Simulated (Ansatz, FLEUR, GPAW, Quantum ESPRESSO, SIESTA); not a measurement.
**One structure in several programs: Fe5Co3 (Im-3m, 8 atoms in the cell)**

Self-consistent single point, at a second geometry (lattice scaled by 0.98). First geometry:

```yaml
crystal:
  lattice:
    - [-2.77091, 2.77091, 2.77091]
    - [2.77091, -2.77091, 2.77091]
    - [2.77091, 2.77091, -2.77091]
  atoms:
    - { symbol: Fe, position: [0.00000, 0.00000, 0.00000], spin: 4.0 }
    - { symbol: Fe, position: [0.00000, 0.00000, 0.50000], spin: 4.0 }
    - { symbol: Fe, position: [0.00000, 0.50000, 0.00000], spin: 4.0 }
    - { symbol: Fe, position: [0.50000, 0.50000, 0.50000], spin: 4.0 }
    - { symbol: Fe, position: [0.50000, 0.00000, 0.00000], spin: 4.0 }
    - { symbol: Co, position: [0.00000, 0.50000, 0.50000], spin: 3.0 }
    - { symbol: Co, position: [0.50000, 0.00000, 0.50000], spin: 3.0 }
    - { symbol: Co, position: [0.50000, 0.50000, 0.00000], spin: 3.0 }
```
(The spins are starting values, not results.)

Shared settings, as Ansatz (a quantum-chemistry and plane-wave program) writes them: kpoints.mp_grid.grid = 4 4 4; scf.occupations.method = fermi_dirac; scf.occupations.width = 0.1 eV. Potentials and cutoffs stand in the table.

```csv
code,model,ΔF from the first geometry (meV/atom),pressure (GPa),size of the net moment (μB/atom),cutoff
Ansatz,"PBEsol, PAW files made with PBE",64.8,25.24,2.17,default
FLEUR,"PBEsol, all-electron FLAPW (FLEUR), scalar-relativistic valence",61.8,–,2.17,Kmax 3.8 1/bohr
Quantum ESPRESSO,"PBEsol, PSlibrary ultrasoft (PBE) pseudopotentials",40.7,19.58,1.86,55 Ry
GPAW,"PBEsol, GPAW PAW datasets PBEsol (made by gpaw-setup)",79.1,28.90,2.17,800 eV
SIESTA,"GGA PBEsol, numerical atomic orbitals DZP, PseudoDojo PBEsol standard norm-conserving potentials (rewritten from UPF to PSML)",41.8,19.68,2.21,grid 300 Ry
```

For GPAW (by 0.4 GPa) the energy change implies a higher mean pressure, against the two pressures, than for the other programs: a sign of finite-basis (Pulay) stress.

A dash marks a value that a program does not give, or that is left out as unsure.

The net moments differ, which can mean other magnetic states; other values may part for that reason too.

On Ansatz's run: the magnetic order is the one reached from the typed start; others were not searched systematically.

The spread over the programs that give each value: ΔF from the first geometry within 38.4 meV/atom; pressure within 9.32 GPa; size of the net moment within 0.35 μB/atom.

SIESTA uses small atom-centred bases, whose incompleteness enters pressures, forces and empty levels differently from a plane-wave cutoff. FLEUR treats all electrons, but the usual bases taken here (sphere radii, linearisation, local orbitals, empty states) were not tested for convergence, so the values are no reference for the others. Ansatz's pressure is given at a fixed set of plane waves, as the other plane-wave codes print theirs; with its correction for the finite basis it is 25.49 GPa (the shift of 0.25 GPa shows how far the cutoff is from converged).

The shared mesh is coarse (it stands for a supercell whose shortest vector is 19 Å), so the values are not converged in it.

The starting cell comes from a database of computed structures (which also holds hypothetical and non-ambient phases and stackings), without a prior relaxation at this level. For this run, on top of that: lattice scaled by 0.98.

Keys are those of Ansatz 0.2.
